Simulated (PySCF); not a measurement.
PySCF 2.14.0, PBE/def2-svp, df: Hf(OEt)(H)3 (CC[O][HfH3]), 12 atoms. The geometry is a generated start, not checked to be a minimum at this level.

| Property | Result |
|---|---|
| task | energy |
| method | pbe |
| basis | def2-svp |
| two-electron scheme | density fitting |
| mol.max_memory | 3000 MB |
| mf.max_cycle | 100 |
| mf.init_guess | minao (default) |
| mf.DIIS | CDIIS (default) |
| mf.diis_space | 8 (default) |
| mf.conv_tol | 1e-09 (default) |
| mf.grids.level | 3 (default) |
| effective core potentials | those of the basis set, past Kr |
| basis functions | 114 |
| grid points | 144576 |

```xyz
12

Hf     1.0726     0.4365     1.9385
O      0.1775    -0.4805     0.4809
C     -0.3113     0.1916    -0.6319
C     -0.9548    -0.7784    -1.6268
H     -1.0727     0.9375    -0.3188
H      0.5163     0.7283    -1.1428
H     -1.7766    -1.3007    -1.1440
H     -1.3284    -0.2445    -2.4963
H     -0.2173    -1.5122    -1.9435
H      2.5490     1.2618     1.1751
H     -0.1501     1.6682     2.5894
H      1.4958    -0.9075     3.1202
```

Charge 0 and multiplicity 1 are set for this test and not shown to be the ground state.

One run each on 2 threads, 1 BLAS thread. Values of level_shift (Hartree) tried: 0 (default), 0.1, 0.3, 1.

**Question.** Which value of level_shift (Hartree) needs the fewest Fock builds, and what happens away from it?

**Answer.** Fewest Fock builds, within one of each other: 0 (default) with 13, 0.1 with 14. The count rises to 45 at 1. All converge to one solution.

```json
[
 {"level_shift (Hartree)": "0 (default)", "Fock builds": "13", "end": "same solution"},
 {"level_shift (Hartree)": "0.1", "Fock builds": "14", "end": "same solution"},
 {"level_shift (Hartree)": "0.3", "Fock builds": "18", "end": "same solution"},
 {"level_shift (Hartree)": "1", "Fock builds": "45", "end": "same solution"}
]
```
